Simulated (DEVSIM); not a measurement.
Structure: illuminated GaSb p-on-n cell, one wavelength, at 400 K.

```
layer (left to right)  material  thickness (μm)  Nd (cm⁻³)  Na (cm⁻³)  τn (s)   τp (s)  absorption coefficient (cm⁻¹)
---------------------  --------  --------------  ---------  ---------  ------  -------  -----------------------------
1                          GaSb          0.0730          -     5.7e17    2e-9  2.4e-10                           7100
2                          GaSb           0.570     6.2e15          -    2e-9     2e-9                           7100
```

Left contact: ohmic, minority electron recombination velocity 200 cm/s. Right contact: ohmic, minority hole recombination velocity 50 cm/s. Voltage is applied to the left contact. Recombination: SRH at mid-gap, radiative, Auger. Light enters at the left, 3.5e16 photons cm⁻² s⁻¹, one pass, no reflection. Mobility is μmin + (μ − μmin)/(1 + (N/Nref)^α).

Constants are typed, rounded textbook-type inputs, not results; the design itself was drawn at random and stands for no fabricated device. Values at 300 K; Nc and Nv go as T^1.5, mobilities as T to minus their exponent, the gap by Varshni's rule with the affinity fixed.

| parameter | GaSb |
|---|---|
| gap (eV) | 0.726 |
| affinity (eV) | 4.06 |
| permittivity | 15.7 |
| Nc (cm⁻³) | 2.1e17 |
| Nv (cm⁻³) | 1.8e19 |
| μn (cm²/Vs) | 5000 |
| μp (cm²/Vs) | 850 |
| μn,min | 1000 |
| μp,min | 190 |
| Nref,n | 2.8e17 |
| Nref,p | 9e17 |
| αn | 1.05 |
| αp | 0.65 |
| T exponent of μn | 2 |
| T exponent of μp | 1.7 |
| B (cm³/s) | 1e-10 |
| Cn (cm⁶/s) | 5e-30 |
| Cp (cm⁶/s) | 5e-30 |
| Varshni α (eV/K) | 0.00042 |
| Varshni β (K) | 140 |

Model (solved in DEVSIM): 1D drift-diffusion, Boltzmann statistics, complete ionisation; no tunnelling, impact ionisation, image-force lowering or self-heating.

Base results: potential step across the device at zero bias (V) 0.417; largest field in the device at zero bias (V/cm) 45000; dark forward voltage at 1 A/cm² (V) 0.141; dark forward voltage at 100 A/cm² (V) 0.395.

Problem. What follows from this one change: minority lifetime in layer 2 2e-09 → 6e-09 s?

Solution. potential step across the device at zero bias little changed (0.417 V); largest field in the device at zero bias little changed (45000 V/cm); dark forward voltage at 1 A/cm² 0.141 → 0.178 V; dark forward voltage at 100 A/cm² 0.395 → 0.431 V.

Problem. What follows from this one change: temperature 400 → 300 K?

Solution. potential step across the device at zero bias 0.417 → 0.546 V; largest field in the device at zero bias 45000 → 41000 V/cm; dark forward voltage at 1 A/cm² 0.141 → 0.336 V; dark forward voltage at 100 A/cm² 0.395 → 0.528 V.

Problem. What follows from this one change: doping Na of layer 1 5.7e+17 → 1.7e+17 cm^-3?

Solution. potential step across the device at zero bias 0.417 → 0.376 V; largest field in the device at zero bias 45000 → 28000 V/cm; dark forward voltage at 1 A/cm² little changed (0.140 V); dark forward voltage at 100 A/cm² little changed (0.391 V).
